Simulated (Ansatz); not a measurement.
The starting structures come from a database of crystals and need not be the phases stable at ambient conditions.

By PBEsol, the system below comes out a metal.

A figure of merit of an interconnect metal is its ballistic conductance per area.

Consider the following.

```
CELL_PARAMETERS angstrom
      4.21057     0.00000     0.00000
     -2.10528     3.64646     0.00000
      2.10528     1.21549     1.71896
ATOMIC_POSITIONS crystal
  Al 0.00000 0.00000 0.00000
  Rh 0.00000 0.50000 0.50000
```

The cell is taken as given; by PBEsol it stands under a pressure of -1.1 GPa.

The current flows along the normal of the first two printed cell vectors, the (111) plane of the conventional cell. No spin-orbit coupling; the value is a mean over 0.1 eV about the Fermi level.

Question: Estimate the ballistic conductance per area that PBEsol in Ansatz (a program for electronic structure) returns for this system.

Answer: 0.43 × 10¹⁵ S/m² for both spins.
